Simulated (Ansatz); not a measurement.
An Ansatz (a program for electronic structure) input (r2SCAN in Ansatz (plane waves to 500 eV, PAW, no spin-orbit coupling)):

Ansatz 0.2 input:
```yaml
crystal:
  lattice:
    - [0, 4.1492829182, 4.2936276089]
    - [2.3895676712, 0.0345084133, 4.2602979354]
    - [2.3895676712, 4.1147745049, 0.0333296735]
  atoms:
    - { symbol: Si, position: [0.6625304815, 0.3374695185, 0.6625304815] }
    - { symbol: Si, position: [0.3374695185, 0.6625304815, 0.3374695185] }
    - { symbol: Si, position: [0.5874695185, 0.9125304815, 0.5874695185] }
    - { symbol: Si, position: [0.9125304815, 0.5874695185, 0.9125304815] }
    - { symbol: Ti, position: [0, 0, 0] }
    - { symbol: Ti, position: [0.25, 0.25, 0.25] }
basis: { ecutwfc: 500, ecutrho_ratio: 4, xc_grid: 4, fft_grid_basis: typed }
kpoints: { mp_grid: { grid: [13, 13, 13] } }
hamiltonian:
  xc: r2scan
  dispersion: none
  pseudopotentials: { kind: paw }
scf: { occupations: { method: fermi_dirac, width: 0.05 }, convergence: { dr2_threshold: 0.0000000006 } }
relax: { f_tol: 0.005, max_steps: 50 }
output: { forces: true, stress: true }
checkpoint: { write: state.ck, write_every: 1000 }
```

Which symmetry and how many k-points will the program report, and about how many plane waves at Γ?

Space group C2/c (ITA 15) with 4 operations, k-points 595 of 2197, and 2121 plane waves at Γ.

The cells carry an imposed strain or load. Stability against distortions was not tested. All final runs are without spin polarisation. The cell was made from TiSi2 (space group Fddd, No. 70) by this change: tensor shear ε_yz = +0.81 %.
